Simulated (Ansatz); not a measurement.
## Amorphous Ga$_{24}$O$_{38}$Ge

It comes from a melt-quench run on a machine-learned potential (CHGNet), relaxed afterwards by DFT. O atoms were pushed apart under 1.9 Å during the dynamics, to hinder bonds among them. The hot cell started wider than the set density and was brought back towards it in steps. It is the lowest in DFT energy of 2 quenches. It is a model cell: composition and starting density were chosen by hand, and all elements were melted together. No dispersion term was used.

Methods: PBE, scalar-relativistic without spin-orbit coupling (Ansatz, a quantum-chemistry and plane-wave program); r2SCAN, scalar-relativistic without spin-orbit coupling (Ansatz); HSE06, scalar-relativistic without spin-orbit coupling (Ansatz). Geometry, pressure, stress and energy are those of the PBE run. Its sampling: a 2×2×2 Γ-centred mesh; Fermi-Dirac width 0.02 eV; no spin polarisation. Other functionals are single points at the zone centre (r2SCAN at 500 eV; exact exchange cut at the cell's faces), free to take moments where seeds were set. At PBE the levels at the filled edge of the gap are localised (band-tail or defect states), and the nearest spread-out levels lie 1.7 eV apart at the zone centre.

* **Number of atoms in the cell**: 63
* **Density (held, not predicted)**: 4.95 g/cm³
* **Volume per atom**: 12.53 Å^3
* **Pressure on a 2×2×2 Γ-centred mesh**: -5.8 kbar
* **Largest force and stress component on that mesh (the relaxation ran on the zone centre alone)**: 0.08 eV/Å and 0.6 GPa
* **Level gap on a 2×2×2 Γ-centred mesh (PBE)**: 1.40 eV
* **Level gap at the zone centre (PBE)**: 1.38 eV
* **Level gap at the zone centre (r2SCAN)**: 1.92 eV
* **Level gap at the zone centre (HSE06)**: 3.08 eV

Neighbours within Ga-Ga 2.68 Å, Ga-O 2.32 Å, Ga-Ge 2.66 Å, O-O 1.58 Å, O-Ge 2.23 Å, Ge-Ge 2.81 Å count as bonded. Two cations that share two anions don't count as bonded, nor two that share one unless they lie closer than Ga-Ga 2.61 Å, Ga-Ge 2.59 Å, Ge-Ge 2.57 Å.

- Mean coordination of Ga by anions = 4.33 (16 with 4, 8 with 5)
- Mean coordination of O = 2.87 (5 with 2, 33 with 3)
- Mean coordination of Ge by anions = 5.00 (1 with 5)
- Mean Ga-O bond = 1.921 Å (spread 0.079 Å, 104 counted)
- Mean O-Ge bond = 1.859 Å (spread 0.069 Å, 5 counted)

Its density started from a set value of 4.95 g/cm³. The simulated quench (nominally 280 K/ps over its main leg) is rapid and tends to freeze in more defects than a deposited or slowly cooled glass has. A cell of this size samples the disorder only roughly. The volume was held where the preparation left it and the shape relaxed, at a PBE pressure of -0.6 GPa (tension). Stress components on the final sampling reach 0.6 GPa.
